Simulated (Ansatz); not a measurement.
Model: Si(111) 1x1 surface, 6 top atoms, 3 bilayers, bottom bilayer H-capped and fixed, every top atom capped by Br; cell 11.5 x 6.6 Å; about 7 Å thick over the host's atoms, 18 atoms held. Method: PBE-D3(BJ) (plane waves to 420 eV, PAW; Ansatz, an electronic-structure program). Sampling: 1x2x1 k points. The slab states were run without spin polarisation. No spin-orbit coupling. Results hold for this slab, coverage and mesh. All energies are electronic energies at 0 K, without vibrations. Each state was relaxed from one prepared geometry.

One GeH4 a cell is brought to Si(111):Br. Relaxed result near the molecule:

| atom | x (Å) | y (Å) | z (Å) |
|---|---|---|---|
| Br(15) | 1.920 | 3.360 | 11.740 |
| Ge(a0) | 3.699 | 4.652 | 15.332 |
| H(a1) | 4.839 | 5.006 | 14.365 |
| H(a2) | 3.542 | 5.773 | 16.371 |
| H(a3) | 4.023 | 3.329 | 16.045 |
| H(a4) | 2.388 | 4.502 | 14.545 |

Question: What is the adsorption energy against the free GeH4 and the slab before, and how much of it is dispersion?

Answer: -0.17 eV (negative: bound); the D3 term gives -0.17 eV of it. Its closest contacts to the rest of the cell: H(a4)...Br(15) 3.06 Å, H(a1)...Br(31) 3.22 Å, H(a1)...Br(30) 3.27 Å.
